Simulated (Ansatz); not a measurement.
Input and output of a relaxation of the atoms for Se (P1, 6 atoms in the cell) (Ansatz, a first-principles code).

Computed with LDA (PW92), default PAW files made with PBE (plane waves; Ansatz).

The change in words: one atom moved by 0.15 angstrom; relax: default → atoms; relax.f_tol: default → 0.001 eV/Å. Reference geometry:
```
CELL_PARAMETERS angstrom
      5.68360     3.28143     1.62124
     -5.68360     3.28143     1.62124
      0.00000    -6.56286     1.62124
ATOMIC_POSITIONS crystal
  Se 0.84914 0.72591 0.09273
  Se 0.15086 0.27409 0.90727
  Se 0.09273 0.84914 0.72591
  Se 0.90727 0.15086 0.27409
  Se 0.72591 0.09273 0.84914
  Se 0.27409 0.90727 0.15086
```

Reference input (self-consistent single point, DFT, LDA (PW92), plane waves, default PAW files made with PBE): basis.ecutwfc = 30.9 Ry; kpoints.mp_grid.grid = 4 4 4; hamiltonian.xc = lda; hamiltonian.pseudopotentials = {kind: paw} (the program's default PAW files); scf.occupations.method = fermi_dirac; scf.occupations.width = 0.0037 Ry. This run's input differs from it in these lines:

```diff
@@ -6,3 +6,3 @@
   atoms:
-    - { symbol: Se, position: [0.849140, 0.725910, 0.092730] }
+    - { symbol: Se, position: [0.879981, 0.756751, 0.123571] }
     - { symbol: Se, position: [0.150860, 0.274090, 0.907270] }
@@ -21,2 +21,4 @@
   occupations: { method: fermi_dirac, width: 0.0037 Ry }
+relax:
+  f_tol: 0.001
 output:
```

The program printed (abridged):

```
   [... SCF lines of the steps left out ...]
relax step   1: F+E_penalty+E_count = -32298.80024059 eV  Δ(F+E_penalty+E_count) = +0.000e0 eV  max|allowed force component| = 6.700e-1 eV/Å  Δτ_max = 0.0000 Å  (8 SCF iters, dr2 threshold 1.00e-7 eV, accepted)
relax step   2: F+E_penalty+E_count = -32298.85318954 eV  Δ(F+E_penalty+E_count) = -5.295e-2 eV  max|allowed force component| = 1.046e-1 eV/Å  Δτ_max = 0.0922 Å  (5 SCF iters, dr2 threshold 2.81e-5 eV, accepted)
relax step   3: F+E_penalty+E_count = -32298.85531087 eV  Δ(F+E_penalty+E_count) = -2.121e-3 eV  max|allowed force component| = 2.570e-2 eV/Å  Δτ_max = 0.0265 Å  (5 SCF iters, dr2 threshold 6.84e-7 eV, accepted)
relax step   4: F+E_penalty+E_count = -32298.85562277 eV  Δ(F+E_penalty+E_count) = -3.119e-4 eV  max|allowed force component| = 3.031e-3 eV/Å  Δτ_max = 0.0099 Å  (6 SCF iters, dr2 threshold 4.13e-8 eV, accepted)
relax step   5: F+E_penalty+E_count = -32298.85562513 eV  Δ(F+E_penalty+E_count) = -2.358e-6 eV  max|allowed force component| = 3.151e-4 eV/Å  Δτ_max = 0.0008 Å  (5 SCF iters, accepted)
Stability not checked: this state was not tested for a lower state beside it, because too few of the mixer's solves of this state at the end of the SCF gave a …
Free energy (F): -32298.855625 eV
Internal energy: -32298.855624 eV  (E = F + TS)
E sigma→0 (E₀):  -32298.855625 eV
Entropy (-TS):   -0.000001 eV (-0.000 meV/atom)
Fermi energy:    5.606210 eV
--- Forces (eV/Å), atoms counted from 1 ---
  atom   1  Se    -0.00006945    -0.00031522     0.00007479
  atom   2  Se     0.00017705     0.00006218    -0.00009537
  atom   3  Se     0.00010789    -0.00000421     0.00001146
  atom   4  Se     0.00002228     0.00022622    -0.00003525
  atom   5  Se    -0.00028491     0.00000730     0.00014020
   [... lines left out ...]
    - { symbol: Se, position: [0.10343262943797904, 0.8626269890319286, 0.7312273411685074] }
    - { symbol: Se, position: [0.906845551499101, 0.14765521540074983, 0.27905809156926087] }
    - { symbol: Se, position: [0.7312047597857225, 0.10339452327834342, 0.8625973404899407] }
    - { symbol: Se, position: [0.2790774937352477, 0.9068794790424315, 0.14768175617919765] }
```

The run converged. 

Summary of the result:
| Quantity | Value |
|---|---|
| Free energy E − TS (on the zero of these files) | -32298.8556 eV |
| Gap on the k-point mesh | 1.31 eV |
| Pressure | -2.64 GPa |
| Relaxation steps | 5 |

The starting cell comes from a database of computed structures (which also holds hypothetical and non-ambient phases and stackings), without a prior relaxation at this level. Its lattice was rescaled by up to half a per cent. For this run, on top of that: one atom moved by 0.15 angstrom. Ansatz's pressure includes its estimate of the finite-basis (Pulay) stress.

Cost on one core of a shared machine: roughly 3 min.

Keys are those of Ansatz 0.2.
